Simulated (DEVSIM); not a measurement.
Structure: Schottky contact on n-type GaAs, at 300 K.

Layer 1 from the left is GaAs, thickness (μm) 0.500, Nd (cm⁻³) 2.8e16, τn (s) 9.9e-8, τp (s) 9.9e-8.

Left contact: Schottky, work function 4.83 eV, emission velocity 9e6 cm/s. Right contact: ohmic. Voltage is applied to the left contact. Recombination: SRH at mid-gap, radiative, Auger. Mobility is μmin + (μ − μmin)/(1 + (N/Nref)^α).

The device is made up for the run: typed textbook-type constants, with dimensions and the other settings drawn at random. Values at 300 K.

GaAs: gap (eV) 1.424, affinity (eV) 4.07, permittivity 12.9, Nc (cm⁻³) 4.7e17, Nv (cm⁻³) 9e18, μn (cm²/Vs) 8500, μp (cm²/Vs) 400, μn,min 500, μp,min 20, Nref,n 6e16, Nref,p 1.5e17, αn 0.39, αp 0.38, B (cm³/s) 2e-10, Cn (cm⁶/s) 1e-30, Cp (cm⁶/s) 1e-30.

**Question.** Estimate by hand the built-in potential, the peak field at zero bias, the capacitance at -4 V, and compare with a numerical solution.

**Answer.** 
- Built-in potential: barrier φB = 0.760 eV; Vbi = φB − kT/q ln(N_band/N) = 0.687 V; numerical 0.687 V.
- Peak field at zero bias: depletion approximation: W = √(2εVbi/(qN)) = 0.187 μm with N = 2.80e16 cm⁻³; field = 2Vbi/W = 73500 V/cm; numerical 71900 V/cm (estimate above by 2.2 %).
- Capacitance at -4 V: C = √(qεN / 2(Vbi + |V|)) = 23.4 nF/cm²; numerical 23.8 nF/cm² (estimate below by 1.7 %).

Simulated with DEVSIM: 1D drift-diffusion, Boltzmann statistics, complete ionisation; no tunnelling, impact ionisation, image-force lowering or self-heating. Metal contacts follow the ideal Schottky-Mott rule: no Fermi-level pinning, no interface dipoles.
